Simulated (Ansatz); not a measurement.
Base system: Ag in the fcc (Cu type) structure (space group Fm-3m, No. 225; a = 4.054 Å; relaxed with 0.1 eV smearing). Axes: x, y, z lie along the cube axes.

All numbers come from PBEsol/PAW in Ansatz (an electronic-structure program), scalar-relativistic without spin-orbit coupling.

Base values:

```
Quantity    Value
--------  -------
Pressure  0.0 GPa
```

Modification: tensile biaxial strain of 2.50 % in the plane normal to [001], as in epitaxy on a mismatched substrate; the out-of-plane cell vector and the atoms relax.

Predict the new ratio −ε⊥/ε∥.

The ratio −ε⊥/ε∥ amounts to 1.51.

What happens to the energy relative to the base?

The energy goes up by 5.0 meV/atom.

Predict the new pressure.

The pressure (mean of the normal stresses, compression positive) goes from zero to -1.1 GPa.

No phonon test of stability was made.
